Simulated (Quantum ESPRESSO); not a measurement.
Input and output of a self-consistent single point for BaMn2Bi2 (I4/mmm, 5 atoms in the cell) (Quantum ESPRESSO).

Computed with PBEsol, SSSP 1.1.2 efficiency (PBE) pseudopotentials (plane waves; Quantum ESPRESSO).

```
CELL_PARAMETERS angstrom
      2.24628    -2.24628     7.27818
      2.24628     2.24628     7.27818
     -2.24628    -2.24628     7.27818
ATOMIC_POSITIONS crystal
  Ba 0.00000 0.00000 0.00000
  Mn 0.50000 0.75000 0.25000
  Mn 0.50000 0.25000 0.75000
  Bi 0.00000 0.36679 0.36679
  Bi 0.00000 0.63321 0.63321
```
Moments meant for the start (each program seeds them in its own way; μB, in the order of the atoms Ba Mn Mn Bi Bi): 0.0 4.0 4.0 0.0 0.0.

Reference input (self-consistent single point, DFT, PBEsol, plane waves, SSSP 1.1.2 efficiency (PBE) pseudopotentials): ecutwfc = 50 Ry; ecutrho = 400 Ry; occupations = smearing; smearing = gauss; degauss = 0.019992 Ry; nspin = 2; input_dft = pbesol; K_POINTS = automatic 7 7 7 0 0 0; conv_thr = 1e-10 Ry; mixing_beta = 0.3. This run's input differs from it in these lines:

```diff
@@ -14,4 +14,4 @@
  ntyp = 3
- ecutwfc = 50
- ecutrho = 400
+ ecutwfc = 30
+ ecutrho = 240
  occupations = 'smearing'
```

Log, with long lists cut:

```
     Self-consistent Calculation

     iteration #  1     ecut=    30.00 Ry     beta= 0.30

     negative rho (up, down):  4.409E-02 4.419E-02

     total energy              =   -1214.20920724 Ry
     estimated scf accuracy    <      19.41393946 Ry

     total magnetization       =     3.69 Bohr mag/cell
     absolute magnetization    =     4.29 Bohr mag/cell

     iteration #  2     ecut=    30.00 Ry     beta= 0.30

     negative rho (up, down):  4.334E-02 4.340E-02

     total energy              =   -1218.59457311 Ry
     estimated scf accuracy    <      50.69784786 Ry

     total magnetization       =     0.73 Bohr mag/cell
   [... lines left out ...]
     estimated scf accuracy    <          2.9E-09 Ry

     total magnetization       =     8.28 Bohr mag/cell
     absolute magnetization    =     8.65 Bohr mag/cell

     iteration # 20     ecut=    30.00 Ry     beta= 0.30

     negative rho (up, down):  4.523E-02 4.617E-02

     Magnetic moment per site  (integrated on atomic sphere of radius R)
     atom   1 (R=0.342)  charge=  8.2253  magn=  0.0490
     atom   2 (R=0.259)  charge= 13.6197  magn=  3.9005
     atom   3 (R=0.259)  charge= 13.6197  magn=  3.9005
     atom   4 (R=0.259)  charge= 12.2872  magn= -0.0449
     atom   5 (R=0.259)  charge= 12.2872  magn= -0.0449
     End of self-consistent calculation

     the Fermi energy is    10.2434 ev

!    total energy              =   -1221.28173303 Ry
     estimated scf accuracy    <          6.0E-11 Ry
     smearing contrib. (-TS)   =      -0.01219091 Ry
     internal energy E=F+TS    =   -1221.26954212 Ry

     total magnetization       =     8.28 Bohr mag/cell
     absolute magnetization    =     8.65 Bohr mag/cell

     convergence has been achieved in  20 iterations

     negative rho (up, down):  4.523E-02 4.617E-02

     Forces acting on atoms (cartesian axes, Ry/au):

     atom    1 type  1   force =     0.00000000    0.00000000    0.00000000
     atom    2 type  2   force =     0.00000000    0.00000000   -0.00000000
     atom    3 type  2   force =    -0.00000000    0.00000000    0.00000000
   [... lines left out ...]
     Total force =     0.001460     Total SCF correction =     0.000020
   [... lines left out ...]

     negative rho (up, down):  4.523E-02 4.617E-02
          total   stress  (Ry/bohr**3)                   (kbar)     P=      -81.54
  -0.00052506   0.00000000   0.00000000          -77.24        0.00        0.00
   0.00000000  -0.00052506   0.00000000            0.00      -77.24        0.00
   0.00000000   0.00000000  -0.00061276            0.00        0.00      -90.14

   JOB DONE.
```

The run converged in 20 iterations. Against the reference run the free energy goes up by 136 meV/atom, the pressure goes from -2.12 to -8.15 GPa, the largest force goes from 0.019 to 0.027 eV/Å and the size of the net moment moves little (1.65 to 1.66 μB/atom).

The starting cell comes from a database of computed structures (which also holds hypothetical and non-ambient phases and stackings), without a prior relaxation at this level. The magnetic order is the one reached from the typed start; others were not searched systematically.

Cost on one core of a shared machine: roughly 8 min.
